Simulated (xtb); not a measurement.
xtb 6.7.1, GFN2-xTB: CC1(C)c2cc(-c3ccc4cc(F)ccc4c3)sc2-c2sc(-c3ccc4cc(C=O)ccc4c3)cc21, 57 atoms. The geometry is a generated start, not checked to be a minimum at this level.

| Property | Result |
|---|---|
| run flags | --grad |
| method | GFN2-xTB |
| --acc | 1 (default) |
| --etemp (K) | 300 (default) |
| basis functions | 177 |
| valence electrons | 174 |

One run each on 1 thread. Values of broydamp tried: 0.02, 0.05, 0.1, 0.2, 0.4 (default), 0.6, 0.8, 1.

### Question
Which value of broydamp needs the fewest SCC iterations, and what happens away from it?

### Answer
Fewest SCC iterations, within one of each other: 0.2 with 13, 0.4 (default) with 12, 0.6 with 13, 0.8 with 13. The count rises to 20 at 0.02. All converge to one solution.

| broydamp | SCC iterations | end |
|---|---|---|
| 0.02 | 20 | same solution |
| 0.05 | 17 | same solution |
| 0.1 | 15 | same solution |
| 0.2 | 13 | same solution |
| 0.4 (default) | 12 | same solution |
| 0.6 | 13 | same solution |
| 0.8 | 13 | same solution |
| 1 | 15 | same solution |
